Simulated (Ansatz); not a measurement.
CaO under a change: isotropic strain +2.50 %

The reference is CaO in the rock salt structure (space group Fm-3m, No. 225; a = 4.831 Å).

Modification: an isotropic linear strain of +2.50 %; the atoms relax in the strained cell.

Computed with PBE (Ansatz, a program for electronic structure; PAW; 420 eV plane waves; without spin-orbit coupling). k-mesh 12×12×12 (Γ-centred); smearing 0.05 eV (Fermi–Dirac).

```csv
quantity,base,changed,shift
volume per atom,14.09 Å³,15.18 Å³,+1.084 Å³
space group,Fm-3m (No. 225),Fm-3m (No. 225),–
energy relative to the base (free energy F),0 meV/atom,+24 meV/atom,+24 meV/atom
pressure,0.00 GPa,-6.65 GPa,-6.65 GPa
band gap,3.66 eV,3.66 eV,0.00 eV
gap character,"indirect, Γ → X","indirect, Γ → X",–
smallest direct gap,4.03 eV,4.04 eV,+0.01 eV
mean gap deformation potential ΔEg/Δln V,–,0.0 eV,–
width of the top valence band,1.16 eV,1.04 eV,-0.12 eV
electron mass,"1.4 mₑ along k, 0.44 mₑ across (at X)","1.5 mₑ along k, 0.47 mₑ across (at X)",–
"hole mass (degenerate bands, along [100])","0.35, 2.9, 2.9 mₑ (at Γ)","0.36, 2.9, 2.9 mₑ (at Γ)",–
"valley order (the lowest conduction-band minima on the path, energy above the VBM, named in the base's zone)",X along ⟨100⟩ 3.66 eV; Γ 4.61 eV,X along ⟨100⟩ 3.66 eV; Γ 4.04 eV,–
```

Cost of the whole job for the changed cell (relaxation, final SCF and bands): about 3 core-seconds (a rough figure).

Masses are band curvatures over ±0.01 Å⁻¹ around the edge. Along k means along the line from Γ to the band edge. No phonon test of stability was made.
